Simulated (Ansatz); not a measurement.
## Several settings converged on Ti (P-3m1, 2 atoms in the cell)

```yaml
crystal:
  lattice:
    - [1.46762, -2.54200, 0.00000]
    - [1.46762, 2.54200, 0.00000]
    - [0.00000, 0.00000, 4.65660]
  atoms:
    - { symbol: Ti, position: [0.33333, 0.66667, 0.26074] }
    - { symbol: Ti, position: [0.66667, 0.33333, 0.75000] }
```

Base method: LDA (PW92), default PAW files made with PBE (plane waves; Ansatz, an electronic-structure program).

Base settings: basis.ecutwfc = 420 eV; kpoints.mp_grid.grid = 13 13 7; hamiltonian.xc = lda; hamiltonian.pseudopotentials = {kind: paw} (the program's default PAW files); scf.occupations.method = fermi_dirac; scf.occupations.width = 0.1 eV.

The count of work is k-points × plane waves × bands × iterations; it is no time. 

**The width of Fermi-Dirac smearing**

In this ladder: kpoints.mp_grid.grid = 21 21 12.

Narrow widths need finer meshes than wide ones, so the last steps can hold mesh noise.

Only quantities that move along the ladder and can be compared are tabulated; pressure and forces are left out, as mesh noise rules them at narrow widths.

```csv
scf.occupations.width,free energy less the last step's (meV/atom),energy extrapolated to zero width less the last step's (meV/atom)
1 eV,-2329.55,-209.88
0.5 eV,-593.17,15.71
0.3 eV,-187.68,18.36
0.2 eV,-65.55,8.02
0.1 eV,0.00,0.00
```

Widest scf.occupations.width that holds the energy extrapolated to zero width within 2 meV/atom: not settled: the last two steps still differ by 8.0 meV/atom, over half the tolerance, so the ladder does not show it.

Widest scf.occupations.width that holds the free energy within 5 meV/atom: not settled: the last two steps still differ by 66 meV/atom, over half the tolerance, so the ladder does not show it.

The extrapolation to zero width removes most of the smearing's effect on the energy.

**The width of Methfessel-Paxton smearing**

In this ladder: kpoints.mp_grid.grid = 21 21 12; scf.occupations.method = methfessel_paxton.

Narrow widths need finer meshes than wide ones, so the last steps can hold mesh noise.

Only quantities that move along the ladder and can be compared are tabulated; pressure and forces are left out, as mesh noise rules them at narrow widths.

| scf.occupations.width | free energy less the last step's (meV/atom) |
|---|---|
| 1 eV | 35.99 |
| 0.5 eV | 10.54 |
| 0.3 eV | 2.66 |
| 0.2 eV | 1.02 |
| 0.1 eV | 0.10 |
| 0.05 eV | 0.00 |

Widest scf.occupations.width that holds the free energy within 0.5 meV/atom of the last step, with all finer ones: 0.1 eV; the step before is off by 1.0 meV/atom.

**The mesh under tetrahedron occupations**

In this ladder: scf.occupations.method = tetrahedron; scf.occupations.width = default.

Only quantities that move along the ladder and can be compared are tabulated.

```csv
kpoints.mp_grid.grid,free energy less the last step's (meV/atom),pressure (GPa),largest difference of a force vector from the last step's (eV/Å),count of work / last
5 5 3,-2.86,-8.47,0.051,0.0090
7 7 4,-0.76,-8.39,0.010,0.020
8 8 5,1.39,-8.34,0.022,0.028
10 10 6,-0.09,-8.38,0.018,0.051
13 13 7,0.41,-8.34,0.008,0.089
16 16 9,-0.12,-8.36,0.006,0.16
19 19 11,0.17,-8.34,0.004,0.27
24 24 13,0.05,-8.34,0.002,0.50
30 30 17,0.00,-8.35,0.000,1.0
```

Coarsest kpoints.mp_grid.grid that holds the pressure within 0.05 GPa of the last step, with all finer ones: 7 7 4, at 0.020 of the last step's count of work; the step before is off by 0.13 GPa.

Coarsest kpoints.mp_grid.grid that holds the free energy within 0.5 meV/atom of the last step, with all finer ones: 10 10 6, at 0.051 of the last step's count of work; the step before is off by 1.4 meV/atom.

On the base run: the starting cell has typed, rounded lattice constants, without a prior relaxation at this level. Its lattice was rescaled by up to half a per cent. One atom was moved a little off its site on purpose. Spin polarisation is off. In the base run, with a pressure of about -8 GPa the cell is away from its equilibrium volume at this level. Ansatz's pressure includes its estimate of the finite-basis (Pulay) stress.

Left out of this page: 4 runs of the series outside the window shown, repeating another row's setting, or not comparable.

Keys are those of Ansatz 0.2.
